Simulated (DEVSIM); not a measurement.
System: Mo/Si3N4/p-GaAs capacitor, at 300 K.

```csv
layer (left to right),material,thickness (nm),Na (cm⁻³)
1,Si3N4,5.20,-
2,GaAs,20000,1e15
```

Metal gate on the left, work function 4.6 eV. Fixed charge at the semiconductor interface 1.2e11 cm⁻² (in units of +e); no interface traps.

Constants are typed, rounded textbook-type inputs, not results; the design itself was drawn at random and stands for no fabricated device. Values at 300 K; Nc and Nv go as T^1.5, mobilities as T to minus their exponent, the gap by Varshni's rule with the affinity fixed.

| parameter | Si3N4 | GaAs |
|---|---|---|
| gap (eV) | 5.1 | 1.424 |
| affinity (eV) | 2.1 | 4.07 |
| permittivity | 7.5 | 12.9 |
| Nc (cm⁻³) | - | 4.7e17 |
| Nv (cm⁻³) | - | 9e18 |
| Varshni α (eV/K) | - | 0.000541 |
| Varshni β (K) | - | 204 |

Model (solved in DEVSIM): 1D Poisson equation in equilibrium, Boltzmann statistics, complete ionisation; no quantum confinement or tunnelling. Metal contacts follow the ideal Schottky-Mott rule: no Fermi-level pinning, no interface dipoles.

The temperature was swept, all else fixed.

```csv
temperature (K),minimum of the low-frequency capacitance (μF/cm²),flat-band voltage (V),threshold voltage (band bending 2φF) (V)
250,0.00955,-0.74,0.40
300,…,-0.67,…
350,0.0110,-0.60,0.34
400,0.0120,-0.53,0.30
450,0.0134,-0.46,0.27
500,0.0150,-0.39,0.23
```

Complete the blanks.


- 300, minimum of the low-frequency capacitance (μF/cm²): 0.0104
- 300, threshold voltage (band bending 2φF) (V): 0.37
